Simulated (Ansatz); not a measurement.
Start from Al in the fcc (Cu type) structure (space group Fm-3m, No. 225; a = 3.984 Å; relaxed with 0.1 eV smearing). Axes: x, y, z lie along the cube axes.

The values are results of LDA in Ansatz (plane waves to 420 eV, PAW, without spin-orbit coupling), not measurements.

Before the change:

The shortest interatomic distance comes out as 2.817 Å.

Modification: a pure shear with ε_xy = ε_yx = 0.0171; the atoms relax in the strained cell.

Q: Estimate the effect on the energy relative to the base.

A: The energy grows by 1.9 meV/atom.

Q: Predict the new stress.

A: The stress (xx, yy, zz, yz, xz, xy; compression positive) is (0.1, 0.1, 0.1, 0.0, 0.0, -1.2) GPa.

Q: What happens to the shortest interatomic distance?

A: The shortest interatomic distance shrinks by 0.048 Å to 2.769 Å.

Whether these cells are dynamically stable was not tested.

Ansatz is an electronic-structure program.
